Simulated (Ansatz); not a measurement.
Defect migration in amorphous Al32O48 (a melt-quenched model of 80 atoms): interstitial H, charge state -1. The step: several atoms move together, H the farthest; the atom moves 2.55 Å along (0.24, -0.08, -0.05) of the unit cell; the moving atom starts with neighbours O at 1.03, O at 1.68 Å and ends with O at 0.99 Å. A PBE band in Ansatz (plane-wave PAW, the Γ point alone, 80 host sites, 147 SCF runs with any check of the saddle's order, static, no finite-size correction) gives a forward barrier of 1.21 eV. The saddle point's order was not checked. The charge state is imposed; whether it is stable for some Fermi level was not computed. Sites that were not tried may lie lower. The start lies 0.22 eV above the lowest site run (PBE). At one site or more, about 1.5 electron(s) of the cell lie at energies of the host's conduction band, so they may not be on the defect.

Single points at the band's start and saddle point can refine it. Rough cost of one point, in units of the band's mean SCF on the same machine:

| Level | Cost of one point |
|---|---|
| PBE, a 2×2×2 k-point mesh shifted by half a step | about 10 |
| r2SCAN at 500 eV, the Γ point alone | about 4 |

Q: Which of these move the barrier by more than 0.1 eV, and how far does each move it?

A: PBE, a 2×2×2 k-point mesh shifted by half a step: -0.01 eV; r2SCAN at 500 eV, the Γ point alone: -0.20 eV. Each functional is compared with PBE at the same k-points.

Ansatz is a program for electronic structure.
